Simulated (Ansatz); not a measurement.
The starting structures come from a database of crystals and need not be the phases stable at ambient conditions.

 Where the default PAW files enter, the runs use the earlier of Ansatz's two default sets.

The decay constant κ of evanescent states in the gap governs leakage through a thin film.

Given:

```
LiAsF6
1.0
    4.88629     0.00000     0.00000
    2.44314     4.54828     0.00000
    2.44315     1.31235     4.02301
Li As F
1 1 6
Cartesian
  4.88629   2.93032   2.01150
  0.00000   0.00000   0.00000
  3.85834   2.22386   3.57283
  5.91424   3.63678   0.45017
  4.30452   1.35918   0.92219
  5.46806   4.50145   3.10081
  6.49600   1.91135   2.61486
  3.27657   3.94928   1.40815
```

Space group of this cell: R-3. The cell is taken as given.

Transport runs along the normal of the first two printed cell vectors, the (101) plane of the conventional cell.

The gap is the functional's own. No spin-orbit coupling. Mid-gap values are interpolated on the energy grid.

**Question.** Predict the band gap and the smallest decay constant κ at mid-gap from r2SCAN (Ansatz, a program for electronic structure).

**Answer.** Gap 6.64 eV on a 8×8×8 mesh; κ = 0.592 1/Å, at the zone centre.
